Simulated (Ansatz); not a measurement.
How a calculation on ZnInGaO4 (R3m, 7 atoms in the cell) responds to its settings

```yaml
crystal:
  lattice:
    - [1.63004, 0.94110, 8.59789]
    - [-1.63004, 0.94110, 8.59789]
    - [0.00000, -1.88220, 8.59789]
  atoms:
    - { symbol: In, position: [0.00000, 0.00000, 0.00000] }
    - { symbol: Ga, position: [0.78290, 0.78290, 0.78290] }
    - { symbol: Zn, position: [0.21710, 0.21710, 0.21710] }
    - { symbol: O, position: [0.87180, 0.87180, 0.87180] }
    - { symbol: O, position: [0.12820, 0.12820, 0.12820] }
    - { symbol: O, position: [0.70720, 0.70720, 0.70720] }
    - { symbol: O, position: [0.29280, 0.29280, 0.29280] }
```

Base run A: PBE, PAW files (Ansatz, a program for electronic structure), self-consistent single point.

Its settings: kpoints.mp_grid.grid = 8 8 8; hamiltonian.xc = pbe; hamiltonian.pseudopotentials = {kind: paw} (an earlier, softer set of the program's PAW files); scf.occupations.method = cold; scf.occupations.width = 0.2 eV.

The starting cell was generated: these elements placed on a structure prototype, without a prior relaxation; it need not be a known phase or ordering of this composition. Its lattice was rescaled by a random factor within 2.5 % of one. In the base run, with a pressure of about 14 GPa the cell is away from its equilibrium volume at this level. In the base run, forces exceed 1 eV/Å. Ansatz's pressure includes its estimate of the finite-basis (Pulay) stress. The run gives no clean gap (levels at the Fermi energy touch, overlap or are partly filled at this smearing), which alone does not show that the compound is a metal.

ΔF is the free energy per atom less that of run A. 

```
run  kpoints.mp_grid.grid, scf.occupations.width  ΔF (meV/atom)  pressure (GPa)  largest force (eV/Å)  TS (meV/atom)  k-points
---  -------------------------------------------  -------------  --------------  --------------------  -------------  --------
A                                  8 8 8, 0.2 eV           0.00           14.27                 2.160           -0.8        65
B                                 5 5 5, 0.03 eV           0.58           14.29                 2.156            0.0        19
C                                  5 5 5, 0.1 eV           0.60           14.30                 2.155            0.0        19
D                                  5 5 5, 0.3 eV           0.67           14.28                 2.155           -0.8        19
E                                 7 7 7, 0.03 eV          -0.10           14.27                 2.161            0.0        44
F                                  7 7 7, 0.1 eV          -0.09           14.28                 2.159            0.0        44
G                                  7 7 7, 0.3 eV           0.56           14.25                 2.162           -2.2        44
H                                 8 8 8, 0.03 eV          -0.21           14.27                 2.161            0.0        65
I                                  8 8 8, 0.1 eV          -0.21           14.28                 2.159            0.0        65
J                                  8 8 8, 0.3 eV           0.52           14.26                 2.162           -2.1        65
K                                 9 9 9, 0.03 eV          -0.25           14.27                 2.161            0.0        85
L                                  9 9 9, 0.1 eV          -0.25           14.28                 2.159           -0.1        85
M                                  9 9 9, 0.3 eV           0.52           14.26                 2.163           -2.2        85
```

Run C against A: The free energy hardly moves (within 1 meV/atom), the pressure moves little (14.27 to 14.30 GPa) and the largest force moves little (2.160 to 2.155 eV/Å).

Keys are those of Ansatz 0.2.
